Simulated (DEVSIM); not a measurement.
Structure: Schottky contact on n-type GaP, at 350 K.

| layer (left to right) | material | thickness (μm) | Nd (cm⁻³) | τn (s) | τp (s) |
|---|---|---|---|---|---|
| 1 | GaP | 0.610 | 1.1e17 | 1.2e-7 | 1.2e-7 |
| 2 | GaP | 19.0 | 6e17 | 1.2e-7 | 1.2e-7 |

Left contact: Schottky, work function 4.7 eV, emission velocity 7.7e6 cm/s. Right contact: ohmic. Voltage is applied to the left contact. Recombination: SRH at mid-gap, radiative. Mobility is μmin + (μ − μmin)/(1 + (N/Nref)^α).

The device is made up for the run: typed textbook-type constants, with dimensions and the other settings drawn at random. Values at 300 K; Nc and Nv go as T^1.5, mobilities as T to minus their exponent, the gap by Varshni's rule with the affinity fixed. The table also holds parameters that only a changed run uses.

```
parameter             GaP
----------------  -------
gap (eV)             2.26
affinity (eV)         3.8
permittivity         11.1
Nc (cm⁻³)          1.8e19
Nv (cm⁻³)          1.9e19
μn (cm²/Vs)           250
μp (cm²/Vs)           150
μn,min                 10
μp,min                 10
Nref,n             4.4e18
Nref,p               1e18
αn                    0.8
αp                   0.85
T exponent of μn      1.6
T exponent of μp     1.98
B (cm³/s)           1e-13
Cn (cm⁶/s)          1e-30
Cp (cm⁶/s)          1e-30
Varshni α (eV/K)  0.00058
Varshni β (K)         372
```

Model (solved in DEVSIM): 1D drift-diffusion, Boltzmann statistics, complete ionisation; no tunnelling, impact ionisation, image-force lowering or self-heating. Metal contacts follow the ideal Schottky-Mott rule: no Fermi-level pinning, no interface dipoles.

Base results: potential step across the device at zero bias (V) 0.790; dark forward voltage at 1 A/cm² (V) 0.393; dark forward voltage at 100 A/cm² (V) 0.550.

**Question.** What follows from this one change: metal work function 4.7 → 4.55 eV?

**Answer.** potential step across the device at zero bias 0.790 → 0.640 V; dark forward voltage at 1 A/cm² 0.393 → 0.243 V; dark forward voltage at 100 A/cm² 0.550 → 0.400 V.

**Question.** What follows from this one change: doping Nd of layer 1 1.1e+17 → 1.1e+18 cm^-3?

**Answer.** potential step across the device at zero bias little changed (0.790 V); dark forward voltage at 1 A/cm² 0.393 → 0.387 V; dark forward voltage at 100 A/cm² 0.550 → 0.540 V.
